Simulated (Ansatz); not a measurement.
LuAlO3 (Pnma, No. 62, 20 atoms in the cell; start mp-755574) was calculated with PBEsol+SOC (Ansatz, a program for electronic structure, plane waves, PAW).

Numerical settings: plane-wave cutoff 520 eV, 6×6×8 k mesh (along the axes of the cell as run), Fermi–Dirac smearing 0.01 eV, PAW data made under PBE.

Cell (relaxed with PBEsol):

AlLuO₃ has the orthorhombic space group Pnma (No. 62), Pearson symbol oP20. Cell: a = 5.331 Å, b = 7.304 Å, c = 5.083 Å, α = β = γ = 90.00°. Lu on 4c has 12 O at 2.183–3.353 Å. Al on 4b is coordinated by 6 O at 1.901–1.927 Å (octahedral). O1 on 4c has 2 Al at 1.901 Å and 2 Lu at 2.183–2.241 Å and 1 Lu at 3.002 Å and 1 Lu at 3.223 Å. O2 on 8d is surrounded by 2 Al at 1.905–1.927 Å and 4 Lu at 2.223–3.353 Å. (Neighbours: up to the widest gap in distance over summed covalent radii, below 1.35, at either atom; cation-cation and far metal-metal contacts left out.)

### Question
Give the computed band gap.

### Answer

band gap: 5.80 eV (direct)

Static lattice: no zero-point or thermal effects.

A start named mp-… is a Materials Project structure, which need not be a measured phase.
